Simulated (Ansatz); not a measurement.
Consider the following.

```xyz
12
Lattice="5.4428 0.0000 0.0000 -2.7213 4.7148 0.0000 -2.7213 -1.5713 5.0907" Properties=species:S:1:pos:R:3 pbc="T T T"
Ga    -0.9142     1.5779     5.0743
Al    -0.8988    -1.5684     5.0827
Ga     4.5328     1.5629     0.0022
Al    -1.8156     3.1515     2.5248
Al     3.6233    -0.0059     2.5423
Ga     0.9158     1.5700     2.5365
N     -0.9491     1.5670     1.9580
N      1.8320     3.1827     1.9343
N      1.8406    -0.0346     1.8982
N     -1.8567     3.1489     4.4218
N     -1.7980    -0.0388     4.4447
N      0.9322     1.6056     4.4819
```

No spin polarisation.

The values are results of plane-wave PAW DFT at the r2SCAN level (Ansatz, an electronic-structure program, 500 eV), scalar-relativistic without spin-orbit coupling, not measurements. Settings: 8×7×7 k-points, 0.05 eV Fermi–Dirac smearing.

Q: What gap character (in this cell's own zone, which can be folded) does the calculation give?

A: Direct at Γ.

Q: Estimate the band gap.

A: 3.53 eV.

Q: Estimate the valence-band top at Γ (three highest levels, from the VBM).

A: 0.00, -0.06, -0.07 eV.

Each cell is one ordered arrangement of few atoms, which overstates ordering effects compared with a random alloy. Stability against distortions was not tested. The cell was made from GaN by this change: x(Al) = 0.5, 12 atoms, P1.
